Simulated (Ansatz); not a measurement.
Ansatz (a first-principles code) run on Ag (P-3m1, 2 atoms in the cell): relaxation of the atoms.

Level of theory: LDA (PW92), default PAW files made with PBE (plane waves; Ansatz).

The change in words: one atom moved by 0.15 angstrom; relax: default → atoms; relax.f_tol: default → 0.001 eV/Å. Reference geometry:
```
CELL_PARAMETERS angstrom
      2.90769     0.00000     0.00000
     -1.45384     2.51813     0.00000
      0.00000     0.00000     4.67815
ATOMIC_POSITIONS crystal
  Ag 0.33333 0.66667 0.25000
  Ag 0.66667 0.33333 0.75000
```

Reference input (self-consistent single point, DFT, LDA (PW92), plane waves, default PAW files made with PBE): basis.ecutwfc = 30.9 Ry; kpoints.mp_grid.grid = 13 13 7; hamiltonian.xc = lda; hamiltonian.pseudopotentials = {kind: paw} (the program's default PAW files); scf.occupations.method = gaussian; scf.occupations.width = 0.0073 Ry. This run's input differs from it in these lines:

```diff
@@ -7,3 +7,3 @@
   atoms:
-    - { symbol: Ag, position: [0.333333, 0.666667, 0.250000] }
+    - { symbol: Ag, position: [0.333333, 0.666667, 0.282064] }
     - { symbol: Ag, position: [0.666667, 0.333333, 0.750000] }
@@ -22,2 +22,4 @@
     width: 0.0073 Ry
+relax:
+  f_tol: 0.001
 output:
```

Output, abridged:

```
   [... SCF lines of the steps left out ...]
relax step   1: F+E_penalty+E_count = -14916.17910678 eV  Δ(F+E_penalty+E_count) = +0.000e0 eV  max|allowed force component| = 8.162e-1 eV/Å  Δτ_max = 0.0000 Å  (6 SCF iters, dr2 threshold 1.00e-7 eV, accepted)
relax step   2: F+E_penalty+E_count = -14916.23209901 eV  Δ(F+E_penalty+E_count) = -5.299e-2 eV  max|allowed force component| = 2.681e-1 eV/Å  Δτ_max = 0.1006 Å  (6 SCF iters, dr2 threshold 4.16e-5 eV, accepted)
relax step   3: F+E_penalty+E_count = -14916.23895216 eV  Δ(F+E_penalty+E_count) = -6.853e-3 eV  max|allowed force component| = 2.899e-3 eV/Å  Δτ_max = 0.0254 Å  (6 SCF iters, dr2 threshold 4.49e-6 eV, accepted)
relax step   4: F+E_penalty+E_count = -14916.23895218 eV  Δ(F+E_penalty+E_count) = -2.328e-8 eV  max|allowed force component| = 2.895e-3 eV/Å  Δτ_max = 0.0000 Å  (6 SCF iters, accepted)
relax step   5: F+E_penalty+E_count = -14916.23895299 eV  Δ(F+E_penalty+E_count) = -8.055e-7 eV  max|allowed force component| = 1.689e-5 eV/Å  Δτ_max = 0.0003 Å  (6 SCF iters, accepted)
the relaxation is at rest under the 12 symmetry operations that the run kept from its start: a minimum is not shown …
Free energy (F): -14916.238953 eV
Internal energy: -14916.236073 eV  (E = F + TS)
E sigma→0 (E₀):  -14916.237513 eV
Entropy (-TS):   -0.002880 eV (-1.440 meV/atom)
Fermi energy:    16.911296 eV
--- Forces (eV/Å), atoms counted from 1 ---
  atom   1  Ag     0.00000000     0.00000000    -0.00001689
  atom   2  Ag     0.00000000    -0.00000000     0.00001689
--- Stress (GPa, compression-positive) ---
       -8.752512       0.000000       0.000000
        0.000000      -8.752512       0.000000
        0.000000       0.000000      -5.344928
  P = ⅓ Tr σ = -7.6167 GPa (-76.167 kbar)
   [... lines left out ...]
--- Relaxed structure (5 steps of the walk, 5 accepted, 0 SCFs on fresh bases) ---
  F+E_penalty+E_count = -14916.23895299 eV   max|allowed force component| = 1.689e-5 eV/Å
  atoms:
    - { symbol: Ag, position: [0.3333333333333333, 0.6666666666666666, 0.26603231903585944] }
    - { symbol: Ag, position: [0.6666666666666666, 0.3333333333333333, 0.7660316809641404] }
```

The run converged.  The full log also holds: “iter 4 did not close the SCF: its close was put off for the readings that it lacked (scf_convergence_deferred on its scf_iter line)”. The full log also holds: “iter 5 did not close the SCF: its close was put off for the readings that it lacked (scf_convergence_deferred on its scf_iter line)”.

Summary of the result:
- Free energy E − TS (on the zero of these files): -14916.2390 eV
- Fermi level (on the code's own zero): 16.91 eV
- Pressure: -7.62 GPa
- Relaxation steps: 5

The starting cell comes from a database of computed structures (which also holds hypothetical and non-ambient phases and stackings), without a prior relaxation at this level. Its lattice was rescaled by up to half a per cent. For this run, on top of that: one atom moved by 0.15 angstrom. The relaxation keeps the symmetry of its start, so its end need not be a minimum. Ansatz's pressure includes its estimate of the finite-basis (Pulay) stress.

Keys are those of Ansatz 0.2.
